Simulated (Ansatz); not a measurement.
Input and output of a relaxation of the atoms for Sc2Al (P3m1, 6 atoms in the cell) (Ansatz, a first-principles code).

Method of the run: LDA (PW92), default PAW files made with PBE (plane waves; Ansatz).

The change in words: one atom moved by 0.15 angstrom; relax: default → atoms; relax.f_tol: default → 0.02 eV/Å. Reference geometry:
```xyz
6
Lattice="4.8779 0.0000 0.0000 -2.4390 4.2244 0.0000 0.0000 0.0000 6.1429" Properties=species:S:1:pos:R:3 pbc="T T T"
Sc     0.0000     0.0000     0.0000
Sc     0.0000     0.0000     3.0715
Sc     0.0000     2.8163     4.6072
Sc     2.4390     1.4081     1.5357
Al     0.0000     2.8163     1.5357
Al     2.4390     1.4081     4.6072
```

Reference input (self-consistent single point, DFT, LDA (PW92), plane waves, default PAW files made with PBE): basis.ecutwfc = 420 eV; kpoints.mp_grid.grid = 8 8 6; hamiltonian.xc = lda; hamiltonian.pseudopotentials = {kind: paw} (the program's default PAW files); scf.occupations.method = fermi_dirac; scf.occupations.width = 0.1 eV. This run's input differs from it in these lines:

```diff
@@ -6,3 +6,3 @@
   atoms:
-    - { symbol: Sc, position: [0.000000, 0.000000, 0.000000] }
+    - { symbol: Sc, position: [0.000000, 0.000000, 0.024418] }
     - { symbol: Sc, position: [0.000000, 0.000000, 0.500000] }
@@ -25,2 +25,4 @@
     width: 0.1
+relax:
+  f_tol: 0.02
 output:
```

The program printed (abridged):

```
   [... SCF lines of the steps left out ...]
relax step   1: F+E_penalty+E_count = -9383.95787443 eV  Δ(F+E_penalty+E_count) = +0.000e0 eV  max|allowed force component| = 8.880e-1 eV/Å  Δτ_max = 0.0000 Å  (6 SCF iters, dr2 threshold 1.00e-5 eV, accepted)
relax step   2: F+E_penalty+E_count = -9383.99899340 eV  Δ(F+E_penalty+E_count) = -4.112e-2 eV  max|allowed force component| = 4.925e-1 eV/Å  Δτ_max = 0.1962 Å  (6 SCF iters, dr2 threshold 4.93e-5 eV, accepted)
relax step   3: F+E_penalty+E_count = -9384.02429425 eV  Δ(F+E_penalty+E_count) = -2.530e-2 eV  max|allowed force component| = 7.055e-3 eV/Å  Δτ_max = 0.0701 Å  (6 SCF iters, dr2 threshold 1.52e-5 eV, accepted)
relax step   4: F+E_penalty+E_count = -9384.02429426 eV  Δ(F+E_penalty+E_count) = -1.124e-8 eV  max|allowed force component| = 7.011e-3 eV/Å  Δτ_max = 0.0000 Å  (6 SCF iters, accepted)
the relaxation is at rest under the 6 symmetry operations that the run kept from its start: a minimum is not shown …
Stability not checked: this state was not tested for a lower state beside it, because too few of the mixer's solves of this state at the end of the SCF gave a …
Free energy (F): -9384.024294 eV
Internal energy: -9383.789777 eV  (E = F + TS)
E sigma→0 (E₀):  -9383.907035 eV
Entropy (-TS):   -0.234518 eV (-39.086 meV/atom)
Fermi energy:    8.928114 eV
--- Forces (eV/Å), atoms counted from 1 ---
  atom   1  Sc     0.00000000    -0.00000000     0.00701123
   [... lines left out ...]
    - { symbol: Sc, position: [0.3333333333333333, 0.6666666666666666, 0.7542530360016528] }
    - { symbol: Sc, position: [0.6666666666666666, 0.3333333333333333, 0.2540246536621697] }
    - { symbol: Al, position: [0.3333333333333333, 0.6666666666666666, 0.2542614224800573] }
    - { symbol: Al, position: [0.6666666666666666, 0.3333333333333333, 0.7539553987861938] }
```

The run converged.  The full log also holds: “iter 4 did not close the SCF: its close was put off for the readings that it lacked (scf_convergence_deferred on its scf_iter line)”. The full log also holds: “iter 5 did not close the SCF: its close was put off for the readings that it lacked (scf_convergence_deferred on its scf_iter line)”.

Summary of the result:
| Quantity | Value |
|---|---|
| Free energy E − TS (on the zero of these files) | -9384.0243 eV |
| Fermi level (on the code's own zero) | 8.93 eV |
| Pressure | -3.96 GPa |
| Largest force (vector length) | 0.007 eV/Å |
| Relaxation steps | 4 |

The starting cell comes from a database of computed structures (which also holds hypothetical and non-ambient phases and stackings), without a prior relaxation at this level. Its lattice was rescaled by up to half a per cent. For this run, on top of that: one atom moved by 0.15 angstrom. The relaxation keeps the symmetry of its start, so its end need not be a minimum. Ansatz's pressure includes its estimate of the finite-basis (Pulay) stress.

Cost on one core of a shared machine: roughly 60 s.

Keys are those of Ansatz 0.2.
